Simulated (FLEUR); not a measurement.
## Several settings converged on Ge₂W (I4mm, 3 atoms in the cell)

```xyz
3
Lattice="-1.6706 1.6706 4.1092 1.6706 -1.6706 4.1092 1.6706 1.6706 -4.1092" Properties=species:S:1:pos:R:3 pbc="T T T"
Ge     0.0000     0.0000     2.8245
Ge     0.0000     0.0000     5.4440
W      0.0000     0.0000     0.0000
```

Base method: PBEsol, all-electron FLAPW (FLEUR), scalar-relativistic valence.

Base settings: Kmax = 4.4 1/bohr; GmaxXC = 15.4 1/bohr; xcFunctional = PBEs; jspins = 1; l_soc = F; mode = hist; fermiSmearingEnergy = 0.00367493 Htr; mesh (inpgen div1-3) = 6 6 6; inpgen gamma flag = true; Gmax = 15.4 1/bohr.

Core times come from one kind of shared machine, to one figure; runs under 30 s give none.

**The k-point mesh**

Moved along: kpt_gamma.

The second cell is the first with its lattice scaled by 0.98.

Only quantities that move along the ladder and can be compared are tabulated.

| kpt_div | free energy less the last step's (meV/atom) | energy of the compressed cell less the first (meV/atom) | largest difference of a force vector from the last step's (eV/Å) | core time / last (rough) |
|---|---|---|---|---|
| 2 2 2 | 140.99 | 21.89 | 0.076 | 0.2 |
| 3 3 3 | 93.31 | 26.96 | 0.379 | 0.2 |
| 4 4 4 | 11.52 | 18.07 | 0.081 | 0.6 |
| 5 5 5 | 9.25 | 16.25 | 0.031 | 0.4 |
| 6 6 6 | 0.00 | 16.87 | 0.000 | 1 |

Coarsest kpt_div that holds the forces within 0.02 eV/Å: not settled: the last two steps still differ by 0.031 eV/Å, over half the tolerance, so the ladder does not show it.

Coarsest kpt_div that holds the energy of the compressed cell less the first within 2 meV/atom of the last step, with all finer ones: 4 4 4; the step before is off by 10 meV/atom.

Coarsest kpt_div that holds the free energy within 5 meV/atom: not settled: the last two steps still differ by 9.2 meV/atom, over half the tolerance, so the ladder does not show it.

**Shifted k-point meshes**

In this ladder: kpt_gamma = false.

Only quantities that move along the ladder and can be compared are tabulated.

```csv
kpt_div,free energy less the last step's (meV/atom),largest difference of a force vector from the last step's (eV/Å),core time / last (rough)
2 2 2,340.80,0.836,0.2
4 4 4,18.92,0.152,0.4
6 6 6,0.42,0.002,1
8 8 8,0.00,0.000,1
```

Coarsest kpt_div that holds the forces within 0.01 eV/Å of the last step, with all finer ones: 6 6 6; the step before is off by 0.15 eV/Å.

Coarsest kpt_div that holds the free energy within 2 meV/atom of the last step, with all finer ones: 6 6 6; the step before is off by 19 meV/atom.

On the base run: the starting cell comes from a database of computed structures (which also holds hypothetical and non-ambient phases and stackings), without a prior relaxation at this level. Its lattice was rescaled by up to half a per cent. One atom was moved a little off its site on purpose. Spin polarisation is off. Values depend on the basis (sphere radii, cutoffs, local orbitals), which need not be converged.
